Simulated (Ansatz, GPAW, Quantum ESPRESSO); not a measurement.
**Code comparison for YCo2B2 (I4/mmm, 5 atoms in the cell)**

Self-consistent single point.

```yaml
crystal:
  lattice:
    - [-1.74986, 1.74986, 4.65971]
    - [1.74986, -1.74986, 4.65971]
    - [1.74986, 1.74986, -4.65971]
  atoms:
    - { symbol: Y, position: [0.00000, 0.00000, 0.00000] }
    - { symbol: Co, position: [0.75000, 0.25000, 0.50000] }
    - { symbol: Co, position: [0.25000, 0.75000, 0.50000] }
    - { symbol: B, position: [0.65466, 0.65466, 0.00000] }
    - { symbol: B, position: [0.34534, 0.34534, 0.00000] }
```

Shared settings, as Ansatz (an electronic-structure program) writes them: kpoints.mp_grid.grid = 3 3 3; scf.occupations.method = fermi_dirac; scf.occupations.width = 0.0073 Ry. Potentials and cutoffs stand in the table.

```csv
code,model,pressure (GPa),largest force (eV/Å),cutoff
GPAW,"LDA (Perdew-Wang 92), GPAW PAW datasets LDA (gpaw-data 1.0.1)",–,0.225,950 eV
Quantum ESPRESSO,"LDA (PZ), GBRV 1.5 ultrasoft (LDA) pseudopotentials",-2.73,0.153,50 Ry
Ansatz,"LDA (PW92), PAW files made with PBE",-2.64,0.132,30.9 Ry
```

A dash marks a value that a program does not give, or that is left out as unsure.

On Ansatz's run: spin polarisation is off.

The spread over the programs that give each value: pressure within 0.09 GPa; largest force within 0.093 eV/Å.

Ansatz's pressure is given at a fixed set of plane waves, as the other plane-wave codes print theirs; with its correction for the finite basis it is -2.53 GPa. The pressure of GPAW is left out: its cutoff lies under the one at which its stress was checked. The same LDA comes in different parametrisations, which differ slightly.

On the base mesh (11 11 11) the same programs gave: Ansatz pressure -2.78 GPa; Quantum ESPRESSO pressure -2.82 GPa.

The starting cell comes from a database of computed structures (which also holds hypothetical and non-ambient phases and stackings), without a prior relaxation at this level. Its lattice was rescaled by a random factor within 2.5 % of one.

Left out of this page: FLEUR (not drawn, or without a comparable value).

Keys are those of Ansatz 0.2.
